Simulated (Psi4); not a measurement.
Psi4 1.11, unrestricted HF/def2-svp: Mn(F)(OMe)(NH3)2 (C[O][Mn](<-[NH3])(<-[NH3])[F]), charge 0, multiplicity 6, 15 atoms. The geometry is a generated start, not checked to be a minimum at this level.

```
Item                                 Result
--------------------------  ---------------
task                                 energy
method                                  scf
basis                              def2-svp
memory                                 3 GB
maxiter                                 100
keys of the molecule block      symmetry c1
scf_type                       df (default)
e_convergence               1e-06 (default)
d_convergence               1e-06 (default)
basis functions                         146
```

```xyz
15

Mn    -0.2786     0.1115     0.6598
F     -1.4883     0.6742     1.9877
O     -0.6407     0.2946    -1.1964
C     -1.0594     0.5447    -2.4684
H     -0.7991    -0.2867    -3.1465
H     -2.1552     0.6856    -2.5143
H     -0.5856     1.4594    -2.8711
N      1.6867     1.4442     1.1138
H      2.2184     1.2111     1.9471
H      1.2691     2.3624     1.2538
H      2.3164     1.4975     0.3194
N     -0.0910    -2.2416     1.1715
H     -0.7525    -2.3663     1.9348
H      0.7995    -2.6412     1.4453
H     -0.4399    -2.7493     0.3633
```

Charge 0 and multiplicity 6 are set for this test and not shown to be the ground state.

With the defaults (damping_percentage = 0, diis = true, scf_initial_accelerator = adiis, soscf = false, soscf_start_convergence = 0.01, guess = auto, which took SAD, diis_start = 1, level_shift = 0, level_shift_cutoff = 0.01, diis_max_vecs = 10) it converges in 14 SCF iterations. One run each on 2 threads, with these changes:
- guess = gwh
- damping_percentage = 60
- diis_start = 4
- soscf = true, soscf_start_convergence = 0.1
- level_shift = 0.1, level_shift_cutoff = 0.001
- soscf = true
- level_shift = 0.5, level_shift_cutoff = 0.001
- diis_max_vecs = 3
- damping_percentage = 60, diis = false, scf_initial_accelerator = none

Which runs fail or end elsewhere than the default run?

No convergence: damping_percentage = 60; damping_percentage = 60, diis = false, scf_initial_accelerator = none (the run ends without SCF convergence in 100 iterations). The rest reach the solution of the defaults.

| setting | SCF iterations | JK calls | end |
|---|---|---|---|
| soscf = true | 9 | 30 | same solution |
| soscf = true, soscf_start_convergence = 0.1 | 9 | 30 | same solution |
| level_shift = 0.5, level_shift_cutoff = 0.001 | 12 | 13 | same solution |
| the defaults | 14 | 15 | same solution |
| level_shift = 0.1, level_shift_cutoff = 0.001 | 14 | 15 | same solution |
| guess = gwh | 17 | 17 | same solution |
| diis_max_vecs = 3 | 17 | 18 | same solution |
| diis_start = 4 | 21 | 22 | same solution |
| damping_percentage = 60 | 100 | 101 | no convergence |
| damping_percentage = 60, diis = false, scf_initial_accelerator = none | 100 | 101 | no convergence |

An SOSCF iteration holds several JK calls; a Hückel guess adds calls on atoms.
